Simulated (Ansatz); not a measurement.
MgSnO₃ (model structure, started from the cubic perovskite type, Pm-3m, No. 221, 5 atoms in the cell), treated with G0W0@PBEsol in Ansatz (hard PAW, contour deformation).

The cell is the one relaxed with PBEsol. Conventional cell: a = 3.9859 Å, b = 3.9859 Å, c = 3.9859 Å, α = 90.00°, β = 90.00°, γ = 90.00°.

One run with a 6×6×6 mesh, response cutoff 100 eV and 264 empty bands, not extrapolated in mesh or basis; no spin–orbit coupling.

Highest filled and lowest empty level by k point (fractions of the reciprocal vectors of the cell (3.986 -0.000 0.000) (-0.000 3.986 0.000) (0.000 0.000 3.986) Å; eV from the valence maximum of each method):

| k | PBEsol filled | PBEsol empty | QP filled | QP empty |
|---|---|---|---|---|
| 0 0 0 | -1.12 | 0.97 | -1.22 | 2.21 |
| 0 0.167 0.167 | -0.93 | 2.36 | -0.99 | 3.68 |
| 0 0.167 -0.5 | -0.89 | 4.44 | -0.99 | 6.01 |
| 0 0.333 0.333 | -0.39 | 4.21 | ___ | ___ |
| 0.167 0.333 0.333 | -0.38 | 4.11 | ___ | ___ |
| 0.167 0.333 -0.5 | -0.26 | 4.21 | -0.29 | 5.69 |
| 0.333 0.333 0.333 | -0.31 | 3.69 | -0.34 | 5.10 |
| 0.333 0.333 -0.5 | -0.18 | 3.43 | -0.20 | 4.80 |

**Question.** Estimate the withheld levels to about 0.1 eV.

**Answer.** 
- 0 0.333 0.333, QP filled: -0.42
- 0 0.333 0.333, QP empty: 5.74
- 0.167 0.333 0.333, QP filled: -0.41
- 0.167 0.333 0.333, QP empty: 5.61

Note: filled d or f shells below the valence bands can shift G0W0 gaps through exchange with them, which wasn't tested here; the relaxation could raise the start's symmetry but not lower it, so the cell can be a saddle point.

A model structure was made by putting elements into a prototype or built by hand; it is no filed structure, need not be a known phase, and can be a saddle point held by its symmetry.

Ansatz is a first-principles code.
